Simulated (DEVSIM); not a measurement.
Structure: Mo/SiO2/n-Si capacitor, at 300 K.

```
layer (left to right)  material  thickness (nm)  Nd (cm⁻³)
---------------------  --------  --------------  ---------
1                          SiO2            37.0          -
2                            Si            5000     1.3e16
```

Metal gate on the left, work function 4.6 eV. Fixed charge at the semiconductor interface 0 cm⁻² (in units of +e); interface traps 2e12 cm⁻² eV⁻¹, uniform in energy, neutral level at 0.5 of the gap above the valence band.

Constants are typed, rounded textbook-type inputs, not results; the design itself was drawn at random and stands for no fabricated device. Values at 300 K.

```tsv
parameter	SiO2	Si
gap (eV)	9	1.124
affinity (eV)	0.9	4.05
permittivity	3.9	11.7
Nc (cm⁻³)	-	2.86e19
Nv (cm⁻³)	-	3.1e19
```

Model (solved in DEVSIM): 1D Poisson equation in equilibrium, Boltzmann statistics, complete ionisation; no quantum confinement or tunnelling. Metal contacts follow the ideal Schottky-Mott rule: no Fermi-level pinning, no interface dipoles.

Problem. Give the band bending (positive: bands bend down) and minority sheet density.

Solution. 
```
Vg (V)  ψs (V)  minority carriers (cm⁻²)
------  ------  ------------------------
-2.9    -0.813                    1.6e11
-2.6    -0.785                    6.1e10
-2.3    -0.740                    1.2e10
-2      -0.682                     1.3e9
-1.7    -0.621                     1.3e8
-1.4    -0.560                     < 1e8
-1.1    -0.499                     < 1e8
-0.8    -0.439                     < 1e8
-0.5    -0.379                     < 1e8
-0.2    -0.319                     < 1e8
0.1     -0.261                     < 1e8
0.4     -0.203                     < 1e8
0.7     -0.147                     < 1e8
1       -0.093                     < 1e8
1.3     -0.043                     < 1e8
1.6      0.000                     < 1e8
1.9      0.036                     < 1e8
```
